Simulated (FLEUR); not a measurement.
Band structure of La₃SnC (Pm-3m, 5 atoms in the cell).

```xyz
5
Lattice="5.1081 0.0000 0.0000 0.0000 5.1081 0.0000 0.0000 0.0000 5.1081" Properties=species:S:1:pos:R:3 pbc="T T T"
La     2.5540     0.0000     0.0000
La     0.0000     2.5540     0.0000
La     0.0000     0.0000     2.5540
Sn     2.5540     2.5540     2.5540
C      0.0000     0.0000     0.0000
```

Level of theory: PBEsol, all-electron FLAPW (FLEUR), scalar-relativistic valence.

Settings: Kmax = 3.8 1/bohr; GmaxXC = 11.4 1/bohr; xcFunctional = PBEs; jspins = 1; l_soc = F; mode = hist; fermiSmearingEnergy = 0.00999582 Htr; mesh (inpgen div1-3) = 7 7 7; inpgen gamma flag = false; Gmax = 11.4 1/bohr; numbands = 0; maxIterBroyd = 15; imix = Anderson; alpha = 0.05.

The starting cell comes from a database of computed structures (which also holds hypothetical and non-ambient phases and stackings), without a prior relaxation at this level. Its lattice was rescaled by a random factor within 2.5 % of one. Values depend on the basis (sphere radii, cutoffs, local orbitals), which need not be converged.

Levels in eV from the Fermi level, bands 22 to 29:
```json
[
 {"point": "Γ", "22": "-0.80", "23": "-0.80", "24": "-0.80", "25": "0.01", "26": "0.01", "27": "0.01", "28": "0.05", "29": "0.05"},
 {"point": "X", "22": "-1.28", "23": "-1.28", "24": "-0.42", "25": "-0.39", "26": "-0.39", "27": "0.51", "28": "1.15", "29": "1.42"},
 {"point": "M", "22": "-1.93", "23": "-1.82", "24": "-1.82", "25": "-0.86", "26": "1.21", "27": "1.21", "28": "1.28", "29": "1.28"},
 {"point": "R", "22": "-3.31", "23": "-0.57", "24": "-0.57", "25": "-0.57", "26": "1.05", "27": "1.05", "28": "1.05", "29": "1.53"}
]
```
